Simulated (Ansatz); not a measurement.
Consider BN in the zinc blende structure (space group F-43m, No. 216; a = 3.610 Å). Axes: x, y, z lie along the cube axes.

Method: r2SCAN in Ansatz (plane waves to 500 eV, PAW, no spin-orbit coupling).

For the base:

The valence-band top at Γ is 0.00, 0.00, 0.00 eV and the band gap is 5.00 eV.

It is then changed as follows: tensor shear ε_xy = +0.57 % (engineering shear γ = 0.0114), atoms relaxed at fixed cell.

What happens to the stress, valence-band top at Γ, energy relative to the base and band gap?

The stress (xx, yy, zz, yz, xz, xy; compression positive) amounts to (0.09, 0.09, 0.02, 0.00, 0.00, -5.33) GPa; the valence-band top at Γ (three highest levels, from the VBM) goes from 0.00, 0.00, 0.00 eV to 0.00, -0.03, -0.05 eV; the energy rises by 1.1 meV/atom; the band gap falls by 0.036 eV, from 5.00 eV to 4.97 eV.

The cells carry an imposed strain or load. Whether these cells are dynamically stable was not tested.

Ansatz is a first-principles code.
